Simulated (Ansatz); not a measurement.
The structure below was relaxed with DFT with PBEsol, PAW potentials and a 420 eV plane-wave cutoff in Ansatz (an electronic-structure program), scalar-relativistic without spin-orbit coupling.

```
ZrSi2
1.0
    1.83727    -7.28400     0.00000
    1.83727     7.28400     0.00000
    0.00000     0.00000     3.65612
Si Zr
4 2
Direct
  0.94598   0.05402   0.75000
  0.05402   0.94598   0.25000
  0.24985   0.75015   0.75000
  0.75015   0.24985   0.25000
  0.60474   0.39526   0.75000
  0.39526   0.60474   0.25000
```

Question: Find the space group and the Wyckoff positions.

Answer: Space group Cmcm (No. 63); a = 3.675 Å, b = 14.568 Å, c = 3.656 Å, α = 90.00°, β = 90.00°, γ = 90.00°

```json
[
 {"atom": "Si", "site": "4c", "symmetry": "m2m", "x": "0.0000", "y": "0.0540", "z": "0.2500"},
 {"atom": "Si", "site": "4c", "symmetry": "m2m", "x": "0.0000", "y": "0.2499", "z": "0.7500"},
 {"atom": "Zr", "site": "4c", "symmetry": "m2m", "x": "0.0000", "y": "0.3953", "z": "0.2500"}
]
```

Question: Describe the coordination.

Answer: The crystal has 12 atoms in its conventional cell. Conventional cell: a = 3.6745 Å, b = 14.5680 Å, c = 3.6561 Å, α = β = γ = 90.00°. Si1 is coordinated by 2 Si at 2.412 Å and 4 Zr at 2.695 Å and 2 Zr at 2.954 Å. Si2 has 4 Si at 2.592 Å and 4 Zr at 2.798–2.801 Å. Zr is surrounded by 8 Si at 2.695–2.801 Å and 2 Si at 2.954 Å. (Neighbours: up to the widest gap in distance over summed covalent radii, below 1.35, at either atom; cation-cation and far metal-metal contacts left out.)

No phonon test of stability was made. The final runs are not spin-polarised. The cell was made from TiSi2 by this change: Ti → Zr.
